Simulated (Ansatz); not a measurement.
Data:

End structure of the (31-42) surface of hcp Re in its 1x1 cell, outermost plane spacing 0.21 Å in the ideal cut:

```yaml
crystal:
  lattice:
    - [6.57218, 0.00000, 0.00000]
    - [-0.46168, 7.11934, 0.00000]
    - [0.00000, 0.00000, 26.50000]
  atoms:
    - { symbol: Re, position: [0.44048, 0.86671, 0.30879] }
    - { symbol: Re, position: [0.05480, 0.74813, 0.31798] }
    - { symbol: Re, position: [0.19306, 0.10520, 0.33273] }
    - { symbol: Re, position: [0.78539, 0.03064, 0.33607] }
    - { symbol: Re, position: [0.95991, 0.39726, 0.35072] }
    - { symbol: Re, position: [0.55641, 0.32197, 0.36110] }
    - { symbol: Re, position: [0.71984, 0.67950, 0.37373] }
    - { symbol: Re, position: [0.30908, 0.62224, 0.37945] }
    - { symbol: Re, position: [0.46807, 0.97029, 0.40190] }
    - { symbol: Re, position: [0.05707, 0.90604, 0.40804] }
    - { symbol: Re, position: [0.22270, 0.26469, 0.42407] }
    - { symbol: Re, position: [0.80526, 0.19148, 0.43034] }
    - { symbol: Re, position: [0.97360, 0.54658, 0.44697] }
    - { symbol: Re, position: [0.56137, 0.47975, 0.45533] }
    - { symbol: Re, position: [0.72613, 0.83450, 0.47230] }
    - { symbol: Re, position: [0.31267, 0.76727, 0.48000] }
    - { symbol: Re, position: [0.48362, 0.12809, 0.49629] }
    - { symbol: Re, position: [0.06443, 0.05596, 0.50371] }
    - { symbol: Re, position: [0.23538, 0.41678, 0.52000] }
    - { symbol: Re, position: [0.82193, 0.34955, 0.52770] }
    - { symbol: Re, position: [0.98669, 0.70430, 0.54467] }
    - { symbol: Re, position: [0.57446, 0.63747, 0.55303] }
    - { symbol: Re, position: [0.74279, 0.99256, 0.56966] }
    - { symbol: Re, position: [0.32535, 0.91936, 0.57593] }
    - { symbol: Re, position: [0.49098, 0.27800, 0.59196] }
    - { symbol: Re, position: [0.07999, 0.21376, 0.59810] }
    - { symbol: Re, position: [0.23898, 0.56181, 0.62055] }
    - { symbol: Re, position: [0.82821, 0.50454, 0.62627] }
    - { symbol: Re, position: [0.99164, 0.86208, 0.63890] }
    - { symbol: Re, position: [0.58814, 0.78678, 0.64928] }
    - { symbol: Re, position: [0.76266, 0.15341, 0.66393] }
    - { symbol: Re, position: [0.35499, 0.07885, 0.66727] }
    - { symbol: Re, position: [0.49325, 0.43592, 0.68202] }
    - { symbol: Re, position: [0.10757, 0.31734, 0.69121] }
```

Slab: 34 atoms, 10.4 Å thick at the start (thin: gaps and levels are the slab's own); k 6x6x1, smearing 0.1 eV, dipole-corrected; single point; on the structure that PBE left under its start's symmetry; no spin, no spin-orbit, no U.

Question: What is the computed work function of the top face (r2SCAN, at the PBE geometry (Ansatz, a first-principles code))?

Answer: 4.70 eV

Question: What is the computed surface energy (mean of both faces) (r2SCAN, at the PBE geometry)?

Answer: 3.59 J/m²
